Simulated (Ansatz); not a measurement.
**A computed series for CsPbBr3: pressure series**

Base system: CsPbBr₃ in the cubic perovskite structure (space group Pm-3m, No. 221).

```xyz
5
Lattice="5.7702 0.0000 0.0000 0.0000 5.7702 0.0000 0.0000 0.0000 5.7702" Properties=species:S:1:pos:R:3 pbc="T T T"
Cs     0.0000     0.0000     0.0000
Pb     2.8851     2.8851     2.8851
Br     2.8851     0.0000     2.8851
Br     0.0000     2.8851     2.8851
Br     2.8851     2.8851     0.0000
```

Cell and atoms are relaxed at each pressure.

The values are results of LDA (Ansatz, an electronic-structure program; PAW; 420 eV plane waves; no spin-orbit coupling), not measurements.

Candidates:
(a) pressure 0.7 GPa
(b) pressure 1.5 GPa
(c) pressure 3 GPa

For the base:

| Item | Result |
|---|---|
| Band gap | 1.17 eV |

Q: Order them by band gap, highest first.

A: (a) pressure 0.7 GPa (1.04 eV), (b) pressure 1.5 GPa (0.91 eV), (c) pressure 3 GPa (0.68 eV)

With Pb present, leaving out spin-orbit coupling can change the band edges. Load acts through the strain it causes; cell and atoms are relaxed under it. Whether these cells are dynamically stable was not tested. Many cubic perovskites are stable only at high temperature; tilts and polar distortions were not tested. This is not the structure that CsPbBr3 has at room temperature and ambient pressure.
